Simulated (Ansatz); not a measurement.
End structure of the (111)B surface of zinc-blende GaP, P-terminated, 2x2 with 1 H on 4 top atoms (bottom of the slab: 3 H on 4 bottom sites):

```
CELL_PARAMETERS angstrom
      7.78845     0.00000     0.00000
     -3.89423     6.74500     0.00000
      0.00000     0.00000    29.50000
ATOMIC_POSITIONS crystal
  Ga 0.32890 0.17110 0.32422
  Ga 0.84220 0.17110 0.32422
  Ga 0.32890 0.65780 0.32422
  Ga 0.83333 0.66667 0.34440
  P  0.16667 0.33333 0.35506
  P  0.66205 0.32411 0.35381
  P  0.17589 0.83795 0.35381
  P  0.66205 0.83795 0.35381
  Ga 0.16667 0.33333 0.43518
  Ga 0.66667 0.33333 0.43518
  Ga 0.16667 0.83333 0.43518
  Ga 0.66667 0.83333 0.43518
  P  0.00000 0.00000 0.46212
  P  0.50000 0.00000 0.46212
  P  0.00000 0.50000 0.46212
  P  0.50000 0.50000 0.46212
  Ga 0.99983 0.99966 0.54332
  Ga 0.50000 0.00000 0.54319
  Ga 0.99983 0.50017 0.54332
  Ga 0.50034 0.50017 0.54332
  P  0.33366 0.16634 0.56964
  P  0.83269 0.16634 0.56964
  P  0.33366 0.66731 0.56964
  P  0.83333 0.66667 0.57008
  Ga 0.33958 0.16042 0.65173
  Ga 0.82084 0.16042 0.65173
  Ga 0.33958 0.67916 0.65173
  Ga 0.83333 0.66667 0.65263
  P  0.16667 0.33333 0.67220
  P  0.66764 0.33528 0.67860
  P  0.16472 0.83236 0.67860
  P  0.66764 0.83236 0.67860
  H  0.33196 0.16804 0.27124
  H  0.83608 0.16804 0.27124
  H  0.33196 0.66392 0.27124
  H  0.16667 0.33333 0.72045
```

Model: 36-atom slab, 13.4 Å thick at the start with caps and adatoms (thin: gaps and levels are the slab's own), 3x3x1 mesh, Fermi-Dirac 0.025 eV, dipole correction, 8 atoms held, the rest relaxed; start symmetry kept, larger cells not searched; no spin (in PBE a spin-polarised start ends 0.07 eV a cell lower), no spin-orbit, no U. The slab shows no gap over 0.04 eV on its mesh. In PBE it lies 0.02 eV a 1x1 cell over the lowest computed structure of the same composition (2x2 with 1 H on 4 top atoms, spin-polarised start).

What is the computed work function of the top face (PBE (Ansatz, a program for electronic structure))?

5.61 eV
